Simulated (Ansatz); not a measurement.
Take W in the bcc (W type) structure (space group Im-3m, No. 229; a = 3.184 Å) as the base.

Computed with Ansatz (a first-principles code) PBE, scalar-relativistic without spin-orbit coupling, earlier PAW set.

Before the change:

| Property | Value |
|---|---|
| Lattice parameter a | 3.184 Å |
| Band gap | zero |

It is then changed as follows: a hydrostatic pressure of 30 GPa.

What happens to the lattice parameter a and band gap?

The lattice parameter a drops by 0.087 Å (3.184 Å → 3.097 Å); the band gap is still zero.

Load acts through the strain it causes; cell and atoms are relaxed under it. Stability against distortions was not tested. No other phases were tried under pressure. All final runs are without spin polarisation.
